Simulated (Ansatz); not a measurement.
Results of LDA in Ansatz (PAW) for rock-salt LuN.

Numerical settings: plane-wave cutoff 520 eV, 20×20×20 k mesh, Fermi–Dirac smearing 0.05 eV, scalar-relativistic PAW data made under PBE.

Energies at three volumes about the minimum:

```json
[
 {"V (Å³/atom)": "12.367", "E − E_lowest (meV/atom)": "3.14"},
 {"V (Å³/atom)": "12.619", "E − E_lowest (meV/atom)": "0.00"},
 {"V (Å³/atom)": "12.871", "E − E_lowest (meV/atom)": "3.09"}
]
```

Fit a parabola by hand: where is the minimum, what lattice constant follows, and what is the bulk modulus?

Slopes: (0.00 − 3.14)/(12.619 − 12.367) = -12.460 and (3.09 − 0.00)/(12.871 − 12.619) = 12.262 meV/Å³. Curvature E″ = 2 × (12.262 − (-12.460))/(12.871 − 12.367) = 98.103 meV/Å⁶. From the middle of the first interval, the slope vanishes at V0 = 12.4930 − (-12.460)/98.103 = 12.620 Å³/atom. B = V0 E″ = 12.620 × 98.103 meV/Å³ × 0.1602 GPa per meV/Å³ = 198 GPa. With 8 atoms in the cube, a = (8 × 12.620)^(1/3) = 4.656 Å. The full Birch–Murnaghan fit to all volumes gives V0 = 12.616 Å³/atom and B0 = 198 GPa.

Measured, for comparison: equilibrium volume per atom 13.53 Å³/atom (temperature not stated, no zero-point or thermal correction, from a published cell, temperature and pressure not stated; as tabulated in Crystal Structures 1, 85 (1963)). Computed less measured: equilibrium volume per atom -6.7 %.

Note: the volume lies 7 % below that of the published cell.

Ansatz is an electronic-structure program.
